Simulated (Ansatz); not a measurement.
Contacts to AlAs-zb (001, Al face)

Plane-wave PAW runs of Ansatz (an electronic-structure program) at PBE, 420 eV, without spin–orbit coupling and spin-polarised for magnetic metals alone: periodic stacks cut from bulk faces, the metal strained to the host, one local minimum each, barriers from the potential line-up. PBE gaps are too small, so electron and hole barriers sum to less than measured.

```csv
metal face,host face,atoms; faces of host | metal; metal's strain (%)
(1) TiN-rs (001),AlAs-zb (001),35; Al/Al | NTi/NTi; -4.6
(2) Al (001),AlAs-zb (001),23; Al/Al | Al/Al; +0.2
(3) Au (001),AlAs-zb (001),23; Al/Al | Au/Au; -2.6
(4) Pd (001),AlAs-zb (001),23; Al/Al | Pd/Pd; +2.7
```

Question: Estimate the barriers, and say how widely the hole barrier spreads over these metals and faces.

Answer: 
```tsv
metal face	host face	atoms; faces of host | metal; metal's strain (%)	hole barrier (eV)	electron barrier (eV)
(1) TiN-rs (001)	AlAs-zb (001)	35; Al/Al | NTi/NTi; -4.6	1.19	0.32
(2) Al (001)	AlAs-zb (001)	23; Al/Al | Al/Al; +0.2	0.78	0.72
(3) Au (001)	AlAs-zb (001)	23; Al/Al | Au/Au; -2.6	0.58	0.93
(4) Pd (001)	AlAs-zb (001)	23; Al/Al | Pd/Pd; +2.7	0.65	0.86
```

The hole barrier spans 0.61 eV, from 0.58 to 1.19 eV.
